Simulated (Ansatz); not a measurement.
HfO$_{2}$ (P2_1/c), PBEsol, rigid bands in Ansatz (a quantum-chemistry and plane-wave program): N_c = 5.10e19 cm⁻³ at 300 K and an electron conductivity mass of 1.13 mₑ along y (a = (5.10, 0.00, 0.00) Å; b = (0.00, 5.18, 0.00) Å; c = (-0.88, 0.00, 5.20) Å).

Question: For 1e17 electrons per cm³ at 300 K, place the Fermi level, estimate the Seebeck coefficient of a parabolic band with constant τ, and give mobility and conductivity for τ = 20 fs.

Answer: The level lies k_BT ln(N_c/n) = 0.161 eV below the conduction-band minimum. S ≈ −(k_B/e)[ln(N_c/n) + 5/2] = -753 μV/K, against -749 μV/K from the full bands (mean over directions). μ = eτ/m = 31.1 cm²/(V·s) and σ = neμ = 0.499 S/cm. τ is assumed, not computed.

Band transport and this doping are assumed; polarons and phonon drag are left out. Spin-orbit coupling is left out; with 5d elements it also splits d-like band edges.
